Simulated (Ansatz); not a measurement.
MgS under a change: tensor shear ε_xy = +2.00 %

Start from MgS in the rock salt structure (space group Fm-3m, No. 225; a = 5.203 Å). Axes: x, y, z lie along the cube axes.

One thing is altered: tensor shear ε_xy = +2.00 % (engineering shear γ = 0.0400); the atoms relax in the strained cell.

Calculations: r2SCAN in Ansatz (plane waves to 500 eV, PAW, no spin-orbit coupling). Settings: 11×11×11 k-points, 0.05 eV Fermi–Dirac smearing.

| quantity | base | changed | shift |
|---|---|---|---|
| volume per atom | 17.61 Å³ | 17.60 Å³ | -0.01 Å³ |
| space group | Fm-3m (No. 225) | Immm (No. 71) | – |
| energy relative to the base (free energy F) | 0 meV/atom | +5.3 meV/atom | +5.3 meV/atom |
| band gap | 3.46 eV | 3.19 eV | -0.27 eV |
| gap character | – | indirect, Γ → X | – |
| smallest direct gap | 4.64 eV | 4.42 eV | -0.227 eV |
| valence-band top at Γ (three highest levels, from the VBM) | 0.00, 0.00, 0.00 eV | 0.00, -0.20, -0.38 eV | – |
| stress (xx, yy, zz, yz, xz, xy; compression positive) | – | (0.09, 0.09, -0.06, 0.00, 0.00, -2.42) GPa | – |

Final structure:

```
CELL_PARAMETERS angstrom
      0.05203     2.60152     2.60152
      2.60152     0.05203     2.60152
      2.65355     2.65355     0.00000
ATOMIC_POSITIONS crystal
  Mg 0.00000 0.00000 0.00000
  S  0.50000 0.50000 0.50000
```

Whether these cells are dynamically stable was not tested. Labels are those of the standard path for the cell's own space group.

Ansatz is a quantum-chemistry and plane-wave program.
